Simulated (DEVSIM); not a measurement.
Device: abrupt Ge p-n junction, at 300 K.

Layer 1 from the left is Ge, thickness (μm) 4.00, Na (cm⁻³) 5.2e16, τn (s) 9.4e-6, τp (s) 9.4e-6. Layer 2 from the left is Ge, thickness (μm) 25.0, Nd (cm⁻³) 3.3e16, τn (s) 9.4e-6, τp (s) 9.4e-6.

Left contact: ohmic. Right contact: ohmic. Voltage is applied to the left contact. Recombination: SRH at mid-gap. Mobility is μmin + (μ − μmin)/(1 + (N/Nref)^α).

The device is made up for the run: typed textbook-type constants, with dimensions and the other settings drawn at random. Values at 300 K.

Ge: gap (eV) 0.664, affinity (eV) 4, permittivity 16, Nc (cm⁻³) 1.04e19, Nv (cm⁻³) 6e18, μn (cm²/Vs) 3900, μp (cm²/Vs) 1900, μn,min 150, μp,min 100, Nref,n 2.6e17, Nref,p 4e17, αn 0.56, αp 0.6.

Simulated with DEVSIM: 1D drift-diffusion, Boltzmann statistics, complete ionisation; no tunnelling, impact ionisation, image-force lowering or self-heating.

Dark forward current:

| |V| (V) | |J| (A/cm²) |
|---|---|
| 0.05 | 0.001680 |
| 0.10 | 0.01328 |
| 0.15 | 0.09338 |
| 0.20 | 0.6446 |
| 0.25 | 4.364 |
| 0.30 | 26.75 |
| 0.35 | 118.5 |
| 0.40 | 338.6 |
| 0.45 | 714.6 |
| 0.50 | 1259 |
| 0.55 | 1977 |
| 0.60 | 2875 |

Work out the local ideality factor n = ΔV / (kT/q · ln(J2/J1)) between the rows 0.15 and 0.20 V, 0.55 and 0.60 V.

kT/q = 25.85 mV. From 0.15 to 0.20 V: ln(0.6446/0.09338) = 1.932, n = 1.00, near the 1 of diffusion or emission over a barrier. From 0.55 to 0.60 V: ln(2875/1977) = 0.374, n = 5.17.

Estimate the current at 0.20 V from the Shockley equation with J0 = Σ q ni² D/(N L) coth(W/L), τ joining the SRH, radiative and Auger lifetimes that are on, and W taken as the whole layer.

ni² = 4.36e26 cm⁻⁶; electrons in the p layer: μ = 2820 cm²/Vs, D = 72.8 cm²/s, τ = 9.40e-6 s, L = 262 μm, W/L = 0.015, term 0.000245 A/cm²; holes in the n layer: μ = 1570 cm²/Vs, D = 40.6 cm²/s, τ = 9.40e-6 s, L = 195 μm, W/L = 0.13, term 3.46e-5 A/cm². J0 = 0.000279 A/cm², and J = J0 exp(qV/kT) = 0.640 A/cm². The simulation gives 0.645 A/cm², the same within the digits that matter. The estimate leaves out recombination in the depletion region and that region's share of W.
